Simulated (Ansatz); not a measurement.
The reference is Y in the hcp (Mg type) structure (space group P6_3/mmc, No. 194; a = 3.652 Å, c = 5.703 Å; relaxed with 0.1 eV smearing).

Computed with PBE (Ansatz, an electronic-structure program), no spin-orbit coupling.

Base values:

| Quantity | Result |
|---|---|
| Pressure | 0.0 GPa |
| Band gap | zero |

Modification: an isotropic linear strain of +0.50 %; the atoms relax in the strained cell.

Problem. Estimate the effect on the energy relative to the base, pressure and band gap.

Solution. The energy rises by 0.9 meV/atom; the pressure (mean of the normal stresses, compression positive) goes from zero to -0.6 GPa; the band gap remains zero.

Whether these cells are dynamically stable was not tested. All final runs are without spin polarisation.
